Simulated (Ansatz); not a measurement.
Results of LDA (Ansatz, an electronic-structure program, plane waves, PAW) for rock-salt YTe.

Run with plane-wave cutoff 520 eV, 16×16×16 k mesh, Fermi–Dirac smearing 0.05 eV, scalar-relativistic PAW data made under PBE.

Cell (relaxed at this level):

```xyz
2
Lattice="0.0000 3.0143 3.0143 3.0143 0.0000 3.0143 3.0143 3.0143 0.0000" Properties=species:S:1:pos:R:3 pbc="T T T"
Y      0.0000     0.0000     0.0000
Te     3.0143     3.0143     3.0143
```

Predict the bulk modulus B0.


bulk modulus B0: 73.6 GPa

The run finds no gap.

Note: the bulk modulus is −V dP/dV from two relaxed cells at ±2 % in volume; the relaxation could not lower the start's symmetry, so the cell can be a saddle point above a distorted one.

Spin–orbit coupling is not included; it can open a gap where bands touch, and shift volumes and moduli.

Computed values are for the static lattice.

Computing time: roughly 70 core-seconds.
